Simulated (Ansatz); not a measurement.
Effect of biaxial strain −3.00 %, plane normal [001], relaxed out of plane on KF

The parent structure is KF in the rock salt structure (space group Fm-3m, No. 225; a = 5.307 Å). Axes: x, y, z lie along the cube axes.

It is then changed as follows: biaxial strain −3.00 %, plane normal [001], relaxed out of plane (Cartesian); in-plane vectors clamped, the third vector and the atoms free.

Calculations: PBEsol (Ansatz, a program for electronic structure; PAW; 420 eV plane waves; spin-orbit coupling left out). Γ-centred 11×11×11 mesh, Fermi–Dirac width 0.05 eV.

The space group becomes I4/mmm (No. 139) (base: Fm-3m (No. 225)) and the energy rises by 9.4 meV/atom. The pressure (mean of the normal stresses, compression positive) grows by 1.97 GPa to 1.96 GPa and the band gap increases by 0.21 eV to 6.36 eV. The gap character is still direct at Γ and the electron mass becomes 0.50 mₑ out of plane, 0.55 mₑ in plane (at Γ) (base: 0.54 mₑ (at Γ)). The valence-band top at Γ (three highest levels, from the VBM) becomes 0.00, 0.00, -0.08 eV (base: 0.00, 0.00, 0.00 eV) and the out-of-plane strain amounts to +1.36 %. The ratio −ε⊥/ε∥ is 0.45 and the mean in-plane stress (compression positive) comes out as +2.9 GPa.

Cost of the whole job for the changed cell (relaxation, final SCF and bands): very roughly 13 core-seconds.

Masses are band curvatures over ±0.01 Å⁻¹ around the edge. Stability against distortions was not tested. Labels are those of the standard path for the cell's own space group.
